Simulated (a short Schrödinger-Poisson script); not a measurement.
Structure: gated Al0.3Ga0.7N/GaN polarisation-induced gas, at 300 K.

| layer | material | thickness (nm) | Na (cm⁻³) |
|---|---|---|---|
| 1 | Al0.3Ga0.7N | 10 | - |
| 2 | GaN | 6000 | 2e15 |

The device is made up for the run: typed textbook-type constants, with dimensions and the other settings drawn at random. Al0.3Ga0.7N: permittivity 9.32, conduction-band edge (eV) 0.414, gap (eV) 4.021, electron mass (mₑ) 0.236, Nv at 300 K (cm⁻³) 4.6e19. GaN: permittivity 9.5, conduction-band edge (eV) 0, gap (eV) 3.43, Nv at 300 K (cm⁻³) 4.6e19.

Channel valleys (confinement mass, in-plane density-of-states mass, number): Γ 0.2, 0.2, 1. At the gate the conduction-band edge of layer 1 lies 1.23 eV − eVg above the Fermi level of the channel; the field vanishes at the back. Sheet of polarisation charge: +1.5e13 e/cm² at 10 nm from the gate. The barrier under the gate holds no holes. Gaps are held at their typed values at every temperature. Mesh 0.08 nm at interfaces.

From a short Schrödinger-Poisson script (our own, NumPy): 1D Poisson equation in equilibrium, electrons quantum, Hartree plus LDA exchange-correlation (BenDaniel-Duke, 40 states a valley, the channel's in-plane mass for all, wave functions free to enter the barrier), parabolic valleys, classical holes, full ionisation, no traps, pinning or gate leakage.

The same stack at other levels of the model or other numerical settings:

```tsv
run	sheet density of all electrons at Vg = 0.5 V (cm⁻²)	sheet density of all electrons at Vg = -1 V (cm⁻²)	capacitance at Vg = 0.5 V (μF/cm²)	centroid of the channel electrons at Vg = 0.5 V (nm)	rough cost against the base
base	1.15e13	4.48e12	0.766	1.79	about 1
electrons treated as classical, Boltzmann	1.23e13	4.87e12	0.804	0.76	0.01
electrons treated as classical, Fermi-Dirac	1.13e13	4.51e12	0.733	1.71	0.06
electrons treated as quantum, Hartree	1.12e13	…	0.761	…	0.5
mesh six times as coarse	1.15e13	4.48e12	0.766	1.72	0.2
one subband a valley	1.14e13	4.46e12	0.760	…	0.3
```

Task: Complete the blanks.

Result: 
- one subband a valley, centroid of the channel electrons at Vg = 0.5 V (nm): 1.40
- electrons treated as quantum, Hartree, sheet density of all electrons at Vg = -1 V (cm⁻²): 4.32e12
- electrons treated as quantum, Hartree, centroid of the channel electrons at Vg = 0.5 V (nm): 1.97

The classical rows ignore confinement, and Boltzmann statistics overrate the density once the band edge passes the Fermi level.
